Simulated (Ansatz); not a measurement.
Terminations of the (111) surface of fcc Ni, ferromagnetic, measured from the surface 'clean 1x1'. Atoms come from or go to: Au: fcc Au, Bi: rhombohedral Bi, Cu: fcc Cu, Ga: alpha gallium, Ni: fcc Ni, ferromagnetic, Rh: fcc Rh, Ru: hcp Ru, Se: trigonal Se, Si: silicon, Sn: beta tin, Zn: hcp Zn. ΔE is the energy of forming the row's surface from that one (negative: more stable at these reservoirs); the vacuum level's shift is aligned on the shared bottom. No zero-point or thermal terms. These are constructed structures in small cells; real faces may alloy, dewet or reconstruct in larger ones, and not all known structures of the face are among them. Slabs of about 10 Å with all that they carry, Fermi-Dirac smearing of 0.1 eV. Bottom of the slabs: a bare face, its two planes held. Relaxed from the named starts with such symmetry as they have, on meshes of like density; energies extrapolated to zero smearing; no spin-orbit coupling, no U. Spin-polarised runs, if any, are marked in brackets, and their order is one that fits the cell; the others ran without spin. Where a second, spin-polarised start was run, the lower counts. A dash marks a value that is undefined for that row (no clear gap, or no work function of a gapped slab) or was not read reliably on its mesh.

Level of theory: PBE (plane waves to 420 eV, PAW; Ansatz, a first-principles code).

```
surface                                                                                                      atoms added per 1x1  ΔE per 1x1 (eV)  shift of the vacuum level (eV)  work function (eV)
----------------------------------------------------------------------------------------------------------  --------------------  ---------------  ------------------------------  ------------------
p(2x2) layer of Sn, one a cell, on the site that continues the host's stacking [spin, 14.5 μB a cell]                   +0.25 Sn            -0.27                           -0.76                4.31
a pseudomorphic layer of Cu in the host's stacking [spin, 3.8 μB a cell]                                                   +1 Cu              [?]                           -0.14                4.92
(√3x√3)R30° layer of Sn, one a cell, on the site that continues the host's stacking [spin, 10.6 μB a cell]             +0.333 Sn            -0.36                           -0.70                4.36
(√3x√3)R30° surface alloy, Ga on one Ni site of the top plane [spin, 9.7 μB a cell]                         +0.333 Ga, -0.333 Ni            -0.52                           -0.19                4.87
a layer of Ru in place of the second plane [spin, 2.1 μB a cell]                                                    -1 Ni, +1 Ru             0.66                            0.02                5.08
(√3x√3)R30° layer of Se, one a cell, on the site that continues the host's stacking [spin, 11.0 μB a cell]             +0.333 Se            -0.61                           -0.19                4.87
p(2x2), one Ni adatom [spin, 16.5 μB a cell]                                                                            +0.25 Ni              [?]                           -1.30                3.76
a pseudomorphic layer of Zn in the other hollow [spin, 3.6 μB a cell]                                                      +1 Zn            -0.48                           -0.53                4.53
(√3x√3)R30° layer of Bi, one a cell, on the site that continues the host's stacking [spin, 10.5 μB a cell]             +0.333 Bi            -0.38                           -1.17                3.89
a layer of Si in place of the second plane [spin, 2.1 μB a cell]                                                    -1 Ni, +1 Si            -0.48                           -0.13                4.93
(√3x√3)R30° surface alloy, Au on one Ni site of the top plane [spin, 10.9 μB a cell]                        +0.333 Au, -0.333 Ni              [?]                            0.24                5.30
a layer of Rh in place of the second plane [spin, 3.7 μB a cell]                                                    -1 Ni, +1 Rh             0.48                            0.10                5.17
```

Some entries are withheld; supply them.


- a pseudomorphic layer of Cu in the host's stacking [spin, 3.8 μB a cell], ΔE per 1x1 (eV): -0.16
- p(2x2), one Ni adatom [spin, 16.5 μB a cell], ΔE per 1x1 (eV): 0.29
- (√3x√3)R30° surface alloy, Au on one Ni site of the top plane [spin, 10.9 μB a cell], ΔE per 1x1 (eV): -0.10
